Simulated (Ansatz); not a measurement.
# BeSi (model structure, Fd-3m, No. 227, 4 atoms in the cell)

These are PBE (PAW; Ansatz, a quantum-chemistry and plane-wave program) values and carry that method's errors.

Numerical settings: plane-wave cutoff 520 eV, 18×18×18 k mesh, Fermi–Dirac smearing 0.05 eV, scalar-relativistic PAW data made under PBE.

Cell (relaxed at this level):

BeSi is taken in the cubic space group Fd-3m, origin choice 1 (No. 227), Pearson symbol cF16. Cell: a = 5.6969 Å, b = 5.6969 Å, c = 5.6969 Å, α = 90.00°, β = 90.00°, γ = 90.00°. Be on 8b is coordinated by 4 Si at 2.467 Å (no clear gap to further neighbours). Si on 8a is coordinated by 4 Be at 2.467 Å and 4 Si at 2.467 Å (cubic). (Neighbours: up to the widest gap in distance over summed covalent radii, below 1.35, at either atom; cation-cation and far metal-metal contacts left out.)
(The calculation used a cell of 4 atoms; values per cell refer to that cell.)

```json
{
 "band_gap": "none",
 "bulk modulus B0": "102 GPa"
}
```

Note: the bulk modulus is −V dP/dV from two relaxed cells at ±2 % in volume; the relaxation could raise the start's symmetry but not lower it, so the cell can be a saddle point.

It cost around 30 core-seconds (rough) of CPU time.

A model structure was made by putting elements into a prototype or built by hand; it is no filed structure, need not be a known phase, and can be a saddle point held by its symmetry.
